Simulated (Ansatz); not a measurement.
Consider a (6,3) carbon nanotube.

Levels: PBE (plane waves to 420 eV, PAW; Ansatz, a first-principles code); r2SCAN (plane waves to 500 eV, PAW; Ansatz). Unmarked values and the geometry are of the first. Mesh 1×1×6. No spin polarisation. Periodic along z alone, with about 11 Å of vacuum beside it. An idealised model, rolled from the flat sheet. Only distortions within the start's symmetry and period were free. Buckling under compression is shut out by symmetry and the short period.

Q: Predict its relaxed size, energy and electronic structure.

A: 
| Item | Result |
|---|---|
| period along the axis (84 atoms) | 11.301 Å |
| mean diameter | 6.31 Å |
| energy over the flat sheet | +203 meV/atom |
| PBE gap | 0.05 eV, direct at k = 0.073 × 2π/c |
| valence and conduction edges under the vacuum level (PBE) | 4.31 and 4.26 eV |
| r2SCAN gap at this geometry | 0.05 eV |
| axial stiffness dF/dε | 649 nN |
